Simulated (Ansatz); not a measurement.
## wurtzite GaN (P6_3mc) under biaxial stress in the basal plane

Cell and atoms are relaxed with PBEsol to each stress (compression positive); bands and masses by r2SCAN with spin-orbit coupling, rigid bands (plane waves, PAW; Ansatz, an electronic-structure program). Strains are changes of length against the unloaded cell.

```
GaN
1.0
    3.18259     0.00000     0.00000
   -1.59130     2.75620     0.00000
    0.00000     0.00000     5.18543
Ga N
2 2
Direct
  0.33333   0.66667   0.99919
  0.66667   0.33333   0.49919
  0.33333   0.66667   0.37581
  0.66667   0.33333   0.87581
```

```
stress (GPa)  strain c (%)  strain basal x (%)  gap (eV)  mₑ* c  mₑ* basal x  mₕ* c  mₕ* basal x
------------  ------------  ------------------  --------  -----  -----------  -----  -----------
-16.00               -2.15                4.49     1.750  0.165        0.163   0.28         1.72
-12.00               -1.53                3.19     1.931  0.172        0.174   0.31         1.80
-8.00                -0.97                2.02     2.098  0.176        0.183   0.37         1.85
-4.00                -0.47                0.97     2.250  0.179        0.192   0.74         1.75
0                        0                   0     2.348  0.180        0.200   1.74         1.43
4.00                  0.44               -0.90     2.388  0.179         0.21   2.00         1.19
8.00                  0.86               -1.76     2.409  0.178         0.22    2.1         1.12
12.00                 1.26               -2.56     2.420  0.176         0.22    2.1         1.09
```

c is the normal of the loaded plane; basal y strains as basal x. Masses are conductivity masses at 300 K in electron masses.

### Question
From the two loads next to zero, find the biaxial modulus and the ratio of out-of-plane to in-plane strain.

### Answer
Between -4.00 and 4.00 GPa the strain along basal x changes by -1.87 % and that along c by 0.91 %. The modulus is 8.00/0.0187 = 430 GPa and the ratio of the strains 0.49 (PBEsol, atoms relaxed).

### Question
Is the response still linear at the largest tension?

### Answer
The modulus predicts 3.74 % at -16.00 GPa; the table has 4.49 %, so the crystal is softer there.

### Question
How fast does the gap move on either side of zero load?

### Answer
Under tension, (2.250 − 2.348) eV over -4.00 GPa = 24 meV/GPa, or about -10 eV per unit strain; under compression, (2.388 − 2.348) eV over 4.00 GPa = 10 meV/GPa, or about -4.4 eV per unit strain. The two slopes part by 14 meV/GPa; gaps are resolved to about 0.01 eV, which allows 5 meV/GPa, so they differ.

### Question
Take the carrier density and the relaxation time as fixed, so that ρ ∝ m*. What gauge factor (Δρ/ρ)/ε follows for current along basal x at the loads next to zero?

### Answer
holes at -4.00 GPa: (1.75/1.43 − 1)/0.0097 ≈ 23; holes at 4.00 GPa: (1.19/1.43 − 1)/-0.0090 ≈ 19. These are means over a finite load; the small-strain gauge factor differs, most where the load has already emptied the upper valleys or bands. Carriers and loads whose mass moves by under 12 % aren't resolved and aren't listed. The change of shape, which adds a term of order 1 to 2, and that of the scattering between valleys or bands are left out.

Masses are those of dilute carriers in rigid bands with one relaxation time, without polarons. Third decimals of gaps are kept for the arithmetic. Every relaxation keeps the wurtzite phase (space group P6_3mc under this load), so a transition, a distortion that breaks the symmetry or fracture can't show.
